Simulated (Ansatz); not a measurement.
HfCdO3: response to strain

Take HfCdO$_{3}$ in the cubic perovskite structure (space group Pm-3m, No. 221; a model cell, its experimental status unchecked) as the base.

```
CELL_PARAMETERS angstrom
      4.07122     0.00000     0.00000
      0.00000     4.07122     0.00000
      0.00000     0.00000     4.07122
ATOMIC_POSITIONS crystal
  Cd 0.00000 0.00000 0.00000
  Hf 0.50000 0.50000 0.50000
  O  0.00000 0.50000 0.50000
  O  0.50000 0.50000 0.00000
  O  0.50000 0.00000 0.50000
```

Cartesian axes are those of the cell as printed.

Strains are applied to the cell and any free atomic positions relax; under biaxial strain the out-of-plane vector relaxes too.

The values are results of r2SCAN in Ansatz (plane waves to 500 eV, PAW, no SOC), not measurements.

Notes on the quantities. pressure: mean of the normal stresses, compression positive; energy relative to the base: free energy F.

```json
[
 {"case": "base", "volume per atom": "13.50 Å³", "pressure": "0.0 GPa", "energy relative to the base": "0 meV/atom"},
 {"case": "biaxial strain −1.98 %, plane normal [110], relaxed out of plane", "volume per atom": "13.21 Å³", "pressure": "4.1 GPa", "energy relative to the base": "+10 meV/atom"},
 {"case": "isotropic strain −1.32 %", "volume per atom": "12.97 Å³", "pressure": "7.9 GPa", "energy relative to the base": "+13 meV/atom"},
 {"case": "isotropic strain +3.79 %", "volume per atom": "15.09 Å³", "pressure": "-15.9 GPa", "energy relative to the base": "+87 meV/atom"},
 {"case": "uniaxial strain ε_xx = +4.16 %", "volume per atom": "14.06 Å³", "pressure": "-6.3 GPa", "energy relative to the base": "+23 meV/atom"},
 {"case": "uniaxial strain ε_zz = −2.37 %", "volume per atom": "13.18 Å³", "pressure": "4.8 GPa", "energy relative to the base": "+9.4 meV/atom"},
 {"case": "uniaxial strain ε_zz = +0.78 %", "volume per atom": "13.60 Å³", "pressure": "(withheld)", "energy relative to the base": "(withheld)"},
 {"case": "uniaxial strain ε_zz = +5.81 %", "volume per atom": "14.28 Å³", "pressure": "-8.2 GPa", "energy relative to the base": "+42 meV/atom"}
]
```

Task: Some entries are withheld; estimate them.

Result: 
- uniaxial strain ε_zz = +0.78 %, pressure: -1.4 GPa
- uniaxial strain ε_zz = +0.78 %, energy relative to the base: +0.9 meV/atom

The mesh was chosen for an insulator and is coarse for the gapless case. Whether these cells are dynamically stable was not tested. All final runs are without spin polarisation. Many cubic perovskites are stable only at high temperature; tilts and polar distortions were not tested.

Ansatz is a first-principles code.
